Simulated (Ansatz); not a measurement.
Base system: BeSe in the zinc blende structure (space group F-43m, No. 216; a = 5.129 Å).

The values are results of PBEsol (Ansatz, an electronic-structure program; PAW; 420 eV plane waves; without spin-orbit coupling), earlier PAW set, not measurements.

Before the change:

| Item | Value |
|---|---|
| Valley order | X along ⟨100⟩ 2.47 eV; Γ 4.29 eV; L along ⟨111⟩ 4.29 eV |
| Electron mass | 0.84 mₑ along k, 0.26 mₑ across (at X) |

Modification: an isotropic linear strain of +5.35 %, atoms relaxed at fixed cell.

Task: Estimate the effect on the valley order and electron mass.

Result: The valley order (the lowest conduction-band minima on the path, energy above the VBM, named in the base's zone) goes from X along ⟨100⟩ 2.47 eV; Γ 4.29 eV; L along ⟨111⟩ 4.29 eV to X along ⟨100⟩ 2.76 eV; Γ 3.22 eV; L along ⟨111⟩ 3.76 eV; the electron mass changes from 0.84 mₑ along k, 0.26 mₑ across (at X) to 0.93 mₑ along k, 0.29 mₑ across (at X).

The levels and masses belong to the bands next to the band gap. Effective masses come from finite differences of ±0.01 Å⁻¹. Along k means along the line from Γ to the band edge. No phonon test of stability was made.
